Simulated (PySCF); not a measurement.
PySCF 2.14.0, TPSSH/def2-svp, df: Ti(OH)3(H) ([OH][TiH]([OH])[OH]), 8 atoms. The geometry is a generated start, not checked to be a minimum at this level.

```
Item                          Result
-------------------  ---------------
task                          energy
method                         tpssh
basis                       def2-svp
two-electron scheme  density fitting
mol.max_memory               3000 MB
mf.max_cycle                     100
mf.init_guess        minao (default)
mf.DIIS              CDIIS (default)
mf.diis_space            8 (default)
mf.conv_tol          1e-09 (default)
mf.grids.level           3 (default)
basis functions                   93
grid points                   102384
```

```xyz
8

Ti    -0.2243    -0.2387    -0.1645
O      1.3445    -0.3645    -0.8544
H      2.2848    -0.2380    -1.0058
O     -0.3025    -0.7995     1.4536
H     -0.4098    -0.9001     2.4022
O     -0.7798     1.3831    -0.3064
H     -0.7115     2.3213    -0.4963
H     -1.2014    -1.1635    -1.0284
```

Charge 0 and multiplicity 1 are set for this test and not shown to be the ground state.

One run each on 2 threads, 1 BLAS thread. Values of level_shift (Hartree) tried: 0 (default), 0.1, 0.3, 1.

Problem. How does the count of Fock builds change with level_shift (Hartree), and where is it least?

Solution. Fewest Fock builds, within one of each other: 0 (default) with 14, 0.1 with 14. The count rises to 42 at 1. All converge to one solution.

```csv
level_shift (Hartree),Fock builds,end
0 (default),14,same solution
0.1,14,same solution
0.3,19,same solution
1,42,same solution
```
